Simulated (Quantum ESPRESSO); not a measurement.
# Parameter sweep on V5Ge3 (I4/mcm, 16 atoms in the cell)

```yaml
crystal:
  lattice:
    - [-4.87406, 4.87406, 2.47021]
    - [4.87406, -4.87406, 2.47021]
    - [4.87406, 4.87406, -2.47021]
  atoms:
    - { symbol: V, position: [0.07487, 0.22859, 0.30346] }
    - { symbol: V, position: [0.92513, 0.77141, 0.69654] }
    - { symbol: V, position: [0.22859, 0.92513, 0.15372] }
    - { symbol: V, position: [0.77141, 0.07487, 0.84628] }
    - { symbol: V, position: [0.42513, 0.72859, 0.15372] }
    - { symbol: V, position: [0.57487, 0.27141, 0.84628] }
    - { symbol: V, position: [0.27141, 0.42513, 0.69654] }
    - { symbol: V, position: [0.72859, 0.57487, 0.30346] }
    - { symbol: V, position: [0.75000, 0.25000, 0.50000] }
    - { symbol: V, position: [0.25000, 0.75000, 0.50000] }
    - { symbol: Ge, position: [0.16639, 0.66639, 0.83278] }
    - { symbol: Ge, position: [0.83361, 0.33361, 0.16722] }
    - { symbol: Ge, position: [0.66639, 0.83361, 0.50000] }
    - { symbol: Ge, position: [0.33361, 0.16639, 0.50000] }
    - { symbol: Ge, position: [0.75000, 0.75000, 0.00000] }
    - { symbol: Ge, position: [0.25000, 0.25000, 0.00000] }
```

Base run A: LDA (PZ), GBRV 1.5 ultrasoft (LDA) pseudopotentials (Quantum ESPRESSO), self-consistent single point.

Its settings: ecutwfc = 50 Ry; ecutrho = 400 Ry; occupations = smearing; smearing = methfessel-paxton; degauss = 0.0073499 Ry; potentials = {V: v_lda_v1.4.uspp.F.UPF, Ge: ge_lda_v1.4.uspp.F.UPF}; K_POINTS = automatic 4 4 4 1 1 1; conv_thr = 1e-10 Ry; mixing_beta = 0.5.

The starting cell comes from a database of computed structures (which also holds hypothetical and non-ambient phases and stackings), without a prior relaxation at this level. Its lattice was rescaled by a random factor within 2.5 % of one. Spin polarisation is off. In the base run, with a pressure of about -19 GPa the cell is away from its equilibrium volume at this level.

Runs:
- B: pseudopotentials: {V: v_lda_v1.4.uspp.F.UPF, Ge: ge_lda_v1.4.uspp.F.UPF} → {V: v_pbe_v1.4.uspp.F.UPF, Ge: ge_pbe_v1.4.uspp.F.UPF}; input_dft: default → pbesol [PBEsol]
- C: pseudopotentials: {V: v_lda_v1.4.uspp.F.UPF, Ge: ge_lda_v1.4.uspp.F.UPF} → {V: v_pbe_v1.4.uspp.F.UPF, Ge: ge_pbe_v1.4.uspp.F.UPF}; input_dft: default → blyp [BLYP]
- D: pseudopotentials: {V: v_lda_v1.4.uspp.F.UPF, Ge: ge_lda_v1.4.uspp.F.UPF} → {V: v_pbe_v1.4.uspp.F.UPF, Ge: ge_pbe_v1.4.uspp.F.UPF}; input_dft: default → wc [Wu-Cohen GGA]

```tsv
run	pressure (GPa)	largest force (eV/Å)
A	-18.97	0.251
B	-14.71	0.197
C	-2.41	0.190
D	-14.08	0.199
```

Run C against A: The pressure goes from -18.97 to -2.41 GPa and the largest force goes from 0.251 to 0.190 eV/Å.

Run B against A: The pressure goes from -18.97 to -14.71 GPa and the largest force goes from 0.251 to 0.197 eV/Å.

Left out of this page: 2 runs of the series held back from this collection.
